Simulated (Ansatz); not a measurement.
Consider interstitial C in silicon, neutral cell. Computed with PBE, PAW (plane waves to 420 eV; Ansatz, an electronic-structure program).

64-site cell at the relaxed PBE lattice, a 2×2×2 k-point mesh shifted by half a step, smearing 0.01 eV, spin-restricted, no finite-size correction. No zero-point or tunnelling terms. The charge state is imposed; whether it is stable for some Fermi level was not computed. Sites that were not tried may lie lower.

Barriers: single points on a 3×3×3 k-point mesh shifted by half a step at the bands' geometries.

The step: several atoms move together, C the farthest; the atom moves 1.41 Å along (-0.05, -0.25, -0.05) of the unit cell; the moving atom starts with neighbours Si at 1.75, 2 Si at 1.82 Å and ends with Si at 1.75, 2 Si at 1.82 Å.

Give the migration barrier of this step at the level PBE, PAW.

0.48 eV, the same both ways. At the saddle the moving atom has neighbours 2 Si at 1.87, 2 Si at 2.05 Å. The saddle point's order was not checked, and it lies on a symmetry element of the cell, where a band can be held.
